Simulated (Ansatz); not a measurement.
Base system: CaO in the zinc blende structure (space group F-43m, No. 216; a = 5.213 Å; a hypothetical phase, not in the database extracts checked). Axes: x, y, z lie along the cube axes.

Computed with r2SCAN (Ansatz, a program for electronic structure; PAW; 500 eV plane waves; scalar-relativistic without spin-orbit coupling).

Base values:

- Smallest direct gap: 4.38 eV
- Band gap: 3.76 eV
- Electron mass: 0.43 mₑ (at Γ)

Now apply this change: tensor shear ε_xy = +0.97 % (engineering shear γ = 0.0194), atoms relaxed at fixed cell.

Question: What does the calculation give for the smallest direct gap, band gap, stress, energy relative to the base and electron mass after the change?

Answer: The smallest direct gap falls by 0.04 eV, from 4.38 eV to 4.34 eV; the band gap falls by 0.02 eV, from 3.76 eV to 3.74 eV; the stress (xx, yy, zz, yz, xz, xy; compression positive) comes out as (0.00, 0.00, -0.03, 0.00, 0.00, -0.74) GPa; the energy grows by 0.8 meV/atom; the electron mass stays 0.43 mₑ (at Γ).

The cells carry an imposed strain or load. Effective masses come from finite differences of ±0.01 Å⁻¹. No phonon test of stability was made.
